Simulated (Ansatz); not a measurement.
**TaN in the rock salt structure (space group Fm-3m, No. 225)**

```cif
data_N4Ta4
_chemical_formula_sum 'N4 Ta4'
_space_group_name_H-M_alt 'Fm-3m'
_space_group_IT_number 225
_space_group_name_Hall '-F 4 2 3'
_cell_length_a 4.39630
_cell_length_b 4.39630
_cell_length_c 4.39630
_cell_angle_alpha 90.000
_cell_angle_beta 90.000
_cell_angle_gamma 90.000
loop_
_atom_site_label
_atom_site_type_symbol
_atom_site_symmetry_multiplicity
_atom_site_Wyckoff_symbol
_atom_site_fract_x
_atom_site_fract_y
_atom_site_fract_z
_atom_site_occupancy
N1 N 4 a 0.00000 0.00000 0.00000 1
Ta1 Ta 4 b 0.50000 0.50000 0.50000 1
```
(The calculation used a cell of 2 atoms; values per cell refer to that cell.)

The values are results of r2SCAN (Ansatz, a program for electronic structure), no SOC, not measurements. k-mesh 18×18×18 (Γ-centred); smearing 0.05 eV (Fermi–Dirac).

The volume per atom comes out as 10.62 Å³ and the density comes out as 15.24 g/cm³. The band gap is zero and the total energy comes out as -5165.528 eV/atom (σ→0; compares only within this code and set-up).

Stability against distortions was not tested. The final runs are not spin-polarised. This is not the structure that TaN has at room temperature and ambient pressure.
